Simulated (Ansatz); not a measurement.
# A computed series for ZrN: pressure series

Consider ZrN in the rock salt structure (space group Fm-3m, No. 225; a = 4.5947 Å).

Cell and atoms are relaxed at each pressure.

All numbers come from PBE, PAW, 420 eV (Ansatz, a first-principles code; no SOC).

Notes on the quantities. enthalpy: H = E + PV relative to the base's energy.

```json
[
 {"change": "base", "enthalpy": "–", "density": "7.21 g/cm³", "shortest interatomic distance": "2.297 Å"},
 {"change": "pressure −2 GPa", "enthalpy": "-0.15 eV/atom", "density": "…", "shortest interatomic distance": "…"},
 {"change": "pressure −1 GPa", "enthalpy": "-0.08 eV/atom", "density": "7.18 g/cm³", "shortest interatomic distance": "2.300 Å"},
 {"change": "pressure 0.9 GPa", "enthalpy": "+0.07 eV/atom", "density": "7.23 g/cm³", "shortest interatomic distance": "2.295 Å"},
 {"change": "pressure 2.1 GPa", "enthalpy": "+0.16 eV/atom", "density": "7.27 g/cm³", "shortest interatomic distance": "2.291 Å"},
 {"change": "pressure 4.5 GPa", "enthalpy": "+0.34 eV/atom", "density": "7.33 g/cm³", "shortest interatomic distance": "2.284 Å"},
 {"change": "pressure 9 GPa", "enthalpy": "+0.67 eV/atom", "density": "7.45 g/cm³", "shortest interatomic distance": "2.272 Å"},
 {"change": "pressure 15 GPa", "enthalpy": "+1.10 eV/atom", "density": "7.60 g/cm³", "shortest interatomic distance": "2.257 Å"},
 {"change": "pressure 22.5 GPa", "enthalpy": "+1.64 eV/atom", "density": "7.78 g/cm³", "shortest interatomic distance": "2.239 Å"},
 {"change": "pressure 30 GPa", "enthalpy": "+2.16 eV/atom", "density": "7.94 g/cm³", "shortest interatomic distance": "2.224 Å"}
]
```

Task: Some entries are withheld; estimate them.

Result: 
- pressure −2 GPa, density: 7.15 g/cm³
- pressure −2 GPa, shortest interatomic distance: 2.304 Å

Load acts through the strain it causes; cell and atoms are relaxed under it. Stability against distortions was not tested. No other phases were tried under pressure. The final runs are not spin-polarised. An odd electron count without spin: ZrN.
